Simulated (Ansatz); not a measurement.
WS2 (R3m, No. 160, 3 atoms in the cell; start mp-9813; a measured phase of this formula has another space group) was calculated with LDA in Ansatz (plane waves, PAW).

Settings: plane-wave cutoff 520 eV, 12×12×12 k mesh, Fermi–Dirac smearing 0.01 eV, no spin polarisation, scalar-relativistic PAW data made under PBE.

Cell (relaxed at this level):

```
CELL_PARAMETERS angstrom
      1.56506     0.90359     6.05943
     -1.56506     0.90359     6.05943
      0.00000    -1.80718     6.05943
ATOMIC_POSITIONS crystal
  W  0.00066 0.00066 0.00066
  S  0.41985 0.41985 0.41985
  S  0.24819 0.24819 0.24819
```

Task: Give the computed band gap, smallest direct gap on the k points sampled and Γ–Γ gap.

Result: 
- band gap = 0.87 eV
- smallest direct gap on the k points sampled = 1.97 eV
- Γ–Γ gap = 3.63 eV

Spin–orbit coupling is not included.

The computed numbers hold no vibrational or temperature effects.

Computing time: about 14 core-seconds (a rough figure).

A start named mp-… is a Materials Project structure, which need not be a measured phase.

Ansatz is a first-principles code.
